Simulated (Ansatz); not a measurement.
# A computed series for MgTe: response to strain

The parent structure is MgTe in the wurtzite structure (space group P6_3mc, No. 186).

```
CELL_PARAMETERS angstrom
      4.50890     0.00000     0.00000
     -2.25445     3.90482     0.00000
      0.00000     0.00000     7.33770
ATOMIC_POSITIONS crystal
  Mg 0.33333 0.66667 0.99977
  Mg 0.66667 0.33333 0.49977
  Te 0.33333 0.66667 0.37623
  Te 0.66667 0.33333 0.87623
```

Cartesian axes are those of the cell as printed.

Strains are applied to the cell and any free atomic positions relax; under biaxial strain the out-of-plane vector relaxes too.

Computed with LDA, PAW, 420 eV (Ansatz, a quantum-chemistry and plane-wave program; without spin-orbit coupling).

```json
[
 {"biaxial strain, plane normal [001], relaxed out of plane (%)": "0", "out-of-plane strain (%)": "0.00"},
 {"biaxial strain, plane normal [001], relaxed out of plane (%)": "0.6", "out-of-plane strain (%)": "?"},
 {"biaxial strain, plane normal [001], relaxed out of plane (%)": "1.2", "out-of-plane strain (%)": "-1.11"},
 {"biaxial strain, plane normal [001], relaxed out of plane (%)": "1.8", "out-of-plane strain (%)": "-1.68"},
 {"biaxial strain, plane normal [001], relaxed out of plane (%)": "2.4", "out-of-plane strain (%)": "-2.26"},
 {"biaxial strain, plane normal [001], relaxed out of plane (%)": "3", "out-of-plane strain (%)": "-2.84"}
]
```

Task: Fit ε⊥ = −νε + γε² (strains in %) to the rows shown and predict the withheld row.

Result: Least squares on the printed values gives ν = 0.91 (the biaxial Poisson response) and γ = -0.011 (largest residual 0.00 %); this predicts -0.55 %, and the run gives -0.55 %, in agreement.

Whether these cells are dynamically stable was not tested.
